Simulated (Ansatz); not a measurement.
BaC₂ (C2/c, No. 15; cell taken from a computed entry), treated with LDA (Ansatz, a first-principles code, plane waves, PAW).

Numerical settings: plane-wave cutoff 500 eV, 10×10×6 k mesh (along the axes of the cell as run), gaussian smearing 0.02 eV, scalar-relativistic PAW data made under PBE.

Cell (relaxed at this level):

```
BaC2
1.0
    3.75182    -2.32737    -0.03639
    3.75182     2.32737    -0.03639
   -2.89649     0.00000     7.52188
Ba C
2 4
Direct
  0.80673   0.19327   0.25000
  0.19327   0.80673   0.75000
  0.59963   0.90000   0.44775
  0.40037   0.10000   0.55225
  0.10000   0.40037   0.05225
  0.90000   0.59963   0.94775
```

### Question
What does this level give for the band gap?

### Answer

* **band gap**: 1.92 eV (on the SCF k mesh)

Note: the relaxation could not lower the start's symmetry, so the cell can be a saddle point above a distorted one.

Spin–orbit coupling is not included.

Static lattice: no zero-point or thermal effects.
